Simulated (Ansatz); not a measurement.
CdSe under load (space group P6_3mc), Ansatz (a quantum-chemistry and plane-wave program) with r2SCAN with spin-orbit coupling, rigid bands. Condition of this run: biaxial stress in the c plane of 1.4 GPa (compression positive) (the target of the relaxation). Band gap 1.01 eV, N_c = 8.96e17 cm⁻³ and N_v = 1.17e19 cm⁻³ at 300 K, conductivity masses along y (a = (4.23, 0.00, 0.00) Å; b = (-2.12, 3.66, 0.00) Å; c = (0.00, 0.00, 7.13) Å) of 0.116 mₑ (electrons) and 0.525 mₑ (holes). Take k_BT = 0.02585 eV.

Q: Find the intrinsic carrier density and the intrinsic Fermi level.

A: n_i = √(N_c N_v) exp(−E_g/2k_BT) = 3.24e18 × exp(−19.53) = 1.1e10 cm⁻³. The level lies (k_BT/2) ln(N_v/N_c) = 33 meV from mid-gap (positive towards the conduction band). Each 0.1 eV added to the gap lowers n_i by a factor of 6.9.

Q: What built-in voltage has an abrupt junction with N_A = 1e16 and N_D = 1e17 cm⁻³, all dopants ionised?

A: V_bi = E_g/e − (k_BT/e) ln(N_c N_v/(N_A N_D)) = 1.01 − 0.02585 × 9.26 = 0.77 V, for the computed gap.

Q: What thermal injection velocity √(2k_BT/πm) limits a ballistic channel along the direction named?

A: 1.58e7 cm/s for electrons and 7.43e6 cm/s for holes, a ratio of √(m_h/m_e) = 2.13, for dilute carriers.

Rigid bands with the computed gap; masses take one relaxation time for all states. Geometry: cell and atoms relaxed with PBEsol.
